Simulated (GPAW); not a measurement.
**GPAW run on Sn₂Pt (Fm-3m, 3 atoms in the cell): self-consistent single point**

Method of the run: LDA (Perdew-Wang 92), GPAW PAW datasets LDA (gpaw-data 1.0.1) (plane waves; GPAW).

This input was run:

```python
from ase import Atoms
from ase.units import GPa
from gpaw import GPAW

atoms = Atoms(['Sn', 'Sn', 'Pt'],
              cell=[[0.000000, 3.243095, 3.243095],
                    [3.243095, 0.000000, 3.243095],
                    [3.243095, 3.243095, 0.000000]],
              scaled_positions=[[0.750000, 0.750000, 0.750000],
                                [0.250000, 0.250000, 0.250000],
                                [0.000000, 0.000000, 0.000000]],
              pbc=True)

calc = GPAW(mode={'name': 'pw', 'ecut': 550},
            xc='LDA',
            kpts={'size': (12, 12, 12), 'gamma': True},
            occupations={'name': 'methfessel-paxton', 'width': 0.272, 'order': 0},
            nbands=-11,
            symmetry={'symmorphic': False, 'tolerance': 0.0005},
            maxiter=100,
            txt='-')

atoms.calc = calc

energy = atoms.get_potential_energy()
print('Energy (eV):', round(energy, 6))
forces = atoms.get_forces()
print('Forces (eV/Ang):')
print(forces.round(5))
stress = atoms.get_stress()
print('Stress (GPa, Voigt):', (stress / GPa).round(4))
```

Log, with long lists cut:

```
Input parameters:
  kpts: {gamma: True,
         size: (12, 12, 12)}
  maxiter: 100
  mode: {ecut: 550,
         name: pw}
  nbands: -11
  occupations: {name: methfessel-paxton,
                order: 0,
                width: 0.272}
  symmetry: {symmorphic: False,
             tolerance: 0.0005}

species:
  Sn:
    name: Tin
    Z: 50.0
    valence: 14
    core: 36
    charge: 0.0
    file: Sn.LDA.gz

    # Using partial waves for Sn as LCAO basis

  Pt:
    name: Platinum
    Z: 78.0
    valence: 16
    core: 62
    charge: 0.0
    file: Pt.LDA.gz

    # Using partial waves for Pt as LCAO basis

Reference energy: -835827.922491  # eV

Spin-paired calculation

Convergence criteria:
 Maximum [total energy] change in last 3 cyles: 0.0005 eV / valence electron
 Maximum integral of absolute [dens]ity change: 0.0001 electrons / valence electron
 Maximum integral of absolute [eigenst]ate change: 4e-08 eV^2 / valence electron
 Maximum number of scf [iter]ations: 100

Symmetries present (total): 48
Symmetries with fractional translations: 0
1728 k-points: 12 x 12 x 12 Monkhorst-Pack grid + [1/24,1/24,1/24]
72 k-points in the irreducible part of the Brillouin zone
       k-points in crystal coordinates                weights
   0:    -0.00000000   -0.00000000   -0.00000000          1/1728
   1:     0.08333333    0.08333333   -0.00000000          6/1728
   2:     0.08333333    0.08333333    0.08333333          8/1728
   [... 7 lines left out ...]
          ...
  71:     0.50000000    0.50000000    0.50000000          4/1728

Wave functions: Plane wave expansion
  Cutoff energy: 550.000 eV
  Number of coefficients (min, max): 1984, 2014
  Pulay-stress correction: 0.000000 eV/Ang^3 (de/decut=0.000000)

Occupation numbers: Methfessel-Paxton:
  width: 0.2720  # eV
  order: 0

Eigensolver

Densities:
  Coarse grid: 25*25*25 grid
  Fine grid: 50*50*50 grid
  Total Charge: 0.000000

Density mixing:
  Method: separate
  Backend: pulay
  Linear mixing parameter: 0.05
  old densities: 5
  Damping of long wavelength oscillations: 50

Hamiltonian:
  XC and Coulomb potentials evaluated on a 50*50*50 grid
  External potential:
    NoExternalPotential

Number of atoms: 3
Number of atomic orbitals: 30
Number of bands in calculation: 33
Number of valence electrons: 44
Bands to converge: occupied

Density initialized from atomic densities
  30 bands from LCAO basis set
  3 bands from random numbers

Atomic positions and initial magnetic moments

Positions:
   0 Sn     4.864642    4.864642    4.864642    ( 0.0000,  0.0000,  0.0000)
   1 Sn     1.621547    1.621547    1.621547    ( 0.0000,  0.0000,  0.0000)
   2 Pt     0.000000    0.000000    0.000000    ( 0.0000,  0.0000,  0.0000)

Unit cell:
           periodic     x           y           z      points  spacing
  1. axis:    yes    0.000000    3.243095    3.243095    25     0.1498
  2. axis:    yes    3.243095    0.000000    3.243095    25     0.1498
  3. axis:    yes    3.243095    3.243095    0.000000    25     0.1498

  Lengths:   4.586429   4.586429   4.586429
  Angles:   60.000000  60.000000  60.000000

Effective grid spacing dv^(1/3) = 0.1634

     iter     time        total  log10-change:
                         energy   eigst   dens
iter:   1 --:--:--   -19.258672
iter:   2 --:--:--   -19.182866   -1.34  -1.43
iter:   3 --:--:--   -19.142141   -1.35  -1.44
iter:   4 --:--:--   -18.859103   -2.71  -1.76
iter:   5 --:--:--   -18.718881   -2.10  -1.81
iter:   6 --:--:--   -18.888170   -2.13  -2.39
iter:   7 --:--:--   -18.708290   -2.44  -1.97
iter:   8 --:--:--   -18.710779   -4.54  -2.85
iter:   9 --:--:--   -18.705923c  -3.66  -2.75
iter:  10 --:--:--   -18.704952c  -4.32  -3.03
iter:  11 --:--:--   -18.704734c  -5.22  -3.39
iter:  12 --:--:--   -18.704719c  -6.41  -3.93
iter:  13 --:--:--   -18.704693c  -6.54  -3.90
iter:  14 --:--:--   -18.704689c  -6.99  -3.98
iter:  15 --:--:--   -18.704688c  -8.00c -4.00c

Converged after 15 iterations.

Dipole moment: (-0.000000, -0.000000, 0.000000) |e|*Ang

Energy contributions relative to reference atoms: (reference = -835827.922491)

Kinetic:         -0.402528
Potential:       -0.719265
External:        +0.000000
XC:             -16.963329
Entropy (-ST):   -0.043141
Local:           -0.597996
SIC:             +0.000000
--------------------------
Free energy:    -18.726259
Extrapolated:   -18.704688

Showing only first 2 kpts
 Kpt  Band  Eigenvalues  Occupancy
  0    20     10.68356    0.00000
  0    21     10.68356    0.00000
  0    22     10.68356    0.00000
  0    23     11.06494    0.00000

  1    20      9.63201    0.00000
  1    21      9.63201    0.00000
  1    22      9.96687    0.00000
  1    23     10.84700    0.00000

Fermi level: 8.31264

No gap
No difference between direct/indirect transitions
Energy (eV): -18.704688

Forces in eV/Ang:
  0 Sn    0.00000   -0.00000    0.00000
  1 Sn    0.00000    0.00000   -0.00000
  2 Pt    0.00000    0.00000    0.00000

Stress tensor:
     0.027029     0.000000     0.000000
     0.000000     0.027029     0.000000
     0.000000     0.000000     0.027029
Stress (GPa, Voigt): [4.3305 4.3305 4.3305 0.     0.     0.    ]
```

The run converged in 15 iterations. GPAW prints stress with tension positive.

The starting cell comes from a database of computed structures (which also holds hypothetical and non-ambient phases and stackings), without a prior relaxation at this level. Spin-orbit coupling is off. Spin polarisation is off. With a pressure of about -4 GPa the cell is away from its equilibrium volume at this level.

Cost on one core of a shared machine: roughly 70 s.
